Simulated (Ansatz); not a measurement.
Results of PBEsol (plane waves, PAW; Ansatz, a first-principles code) for B2O3 (model structure, P-62c, No. 190, 10 atoms in the cell).

Settings: plane-wave cutoff 520 eV, 12×12×6 k mesh (along the axes of the cell as run), Fermi–Dirac smearing 0.01 eV, scalar-relativistic PAW data made under PBE.

Cell (relaxed at this level):

Space group P-62c (No. 190); a = b = 4.378 Å, c = 7.238 Å, α = β = 90.00°, γ = 120.00°

| atom | site | symmetry | x | y | z |
|---|---|---|---|---|---|
| O | 6h | m.. | 0.3332 | 0.0456 | 0.2500 |
| B | 2d | -6.. | 0.6667 | 0.3333 | 0.2500 |
| B | 2b | -6.. | 0.0000 | 0.0000 | 0.2500 |

Give the computed band gap.


* **band gap**: 4.95 eV (on the SCF k mesh)

Note: the relaxation could raise the start's symmetry but not lower it, so the cell can be a saddle point; the cell has widely spaced layers and the level no dispersion term, so their spacing and the moduli can rest on weak binding.

Computed values are for the static lattice.

A model structure was made by putting elements into a prototype or built by hand; it is no filed structure, need not be a known phase, and can be a saddle point held by its symmetry.
